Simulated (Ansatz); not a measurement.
```
CELL_PARAMETERS angstrom
     25.00000     0.00000     0.00000
      0.00000    25.00000     0.00000
      0.00000     0.00000     3.30146
ATOMIC_POSITIONS crystal
  P  0.79149 0.52675 0.00000
  P  0.77953 0.58684 0.50000
  P  0.68827 0.59114 0.50000
  P  0.65626 0.63906 0.00000
  P  0.68720 0.72502 0.00000
  P  0.63626 0.75906 0.50000
  P  0.56868 0.69758 0.50000
  P  0.51216 0.70882 0.00000
  P  0.47325 0.79149 0.00000
  P  0.41316 0.77953 0.50000
  P  0.40886 0.68827 0.50000
  P  0.36094 0.65626 0.00000
  P  0.27498 0.68720 0.00000
  P  0.24094 0.63626 0.50000
  P  0.30242 0.56868 0.50000
  P  0.29118 0.51216 0.00000
  P  0.20851 0.47325 0.00000
  P  0.22047 0.41316 0.50000
  P  0.31173 0.40886 0.50000
  P  0.34374 0.36094 0.00000
  P  0.31280 0.27498 0.00000
  P  0.36374 0.24094 0.50000
  P  0.43132 0.30242 0.50000
  P  0.48784 0.29118 0.00000
  P  0.52675 0.20851 0.00000
  P  0.58684 0.22047 0.50000
  P  0.59114 0.31173 0.50000
  P  0.63906 0.34374 0.00000
  P  0.72502 0.31280 0.00000
  P  0.75906 0.36374 0.50000
  P  0.69758 0.43132 0.50000
  P  0.70882 0.48784 0.00000
```

Levels: PBE (plane waves to 420 eV, PAW; Ansatz, a first-principles code); r2SCAN (plane waves to 500 eV, PAW; Ansatz). Unmarked values and the geometry are of the first. Mesh 1×1×10. No spin polarisation. Isolated but for its images some 11 Å away. A model structure. Symmetry and one short period hold its shape; lower forms weren't sought. Buckling under compression is shut out by symmetry and the short period.

Task: Say what this body is, and give its properties.

Result: (8,0) black phosphorus nanotube. A hypothetical model, rolled from the flat sheet.
- mean diameter: 12.55 Å
- radii of the innermost and outermost atoms: 5.23 and 7.32 Å
- energy over the flat sheet: +73 meV/atom
- PBE gap: 0.27 eV, nearly direct, from k = 0.052 × 2π/c to Γ
- electron mass along the axis (PBE): 1.3 mₑ
- hole mass along the axis (PBE): 2.1 mₑ
- valence and conduction edges under the vacuum level (PBE): 4.36 and 4.09 eV
- r2SCAN gap at this geometry: 0.36 eV
- axial stiffness dF/dε: 316 nN
